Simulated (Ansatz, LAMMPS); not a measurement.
Si well of 8 atomic layers along [001] in random Si0.8Ge0.2, 5 % Ge through the well. Cell 16.58 × 16.58 × 44.02 Å, Si490Ge86, 576 atoms. Prepared with Tersoff's 1989 multicomponent potential (SiCGe.tersoff) run with LAMMPS: minimisation. 

Basis: localised support functions (accuracy medium) on a full density matrix. k-points: zone centre alone; occupations: Fermi-Dirac, 0.010 eV; spin polarisation not allowed. Spin-orbit coupling is left out.

**Question.** Estimate the gap and bonding that PBE, support functions at accuracy medium on the grid of 370 eV run with Ansatz (a quantum-chemistry and plane-wave program) returns for this input.

**Answer.** 
* **Kohn-Sham gap of the cell on its k-mesh**: 0.52 eV
* **weight of the highest filled level on the well**: 0.23
* **weight of the lowest empty level on the well**: 0.65
* **coordination (neighbours within 2.849 Å)**: 100.0 % 4-fold
* **Ge-Ge bonds, mean ± spread**: 2.468 ± 0.004 Å
* **Ge-Si bonds, mean ± spread**: 2.420 ± 0.005 Å
* **Si-Si bonds, mean ± spread**: 2.377 ± 0.005 Å
* **bond angles, mean ± spread**: 109.5° ± 0.9°
* **pressure**: -0.59 GPa
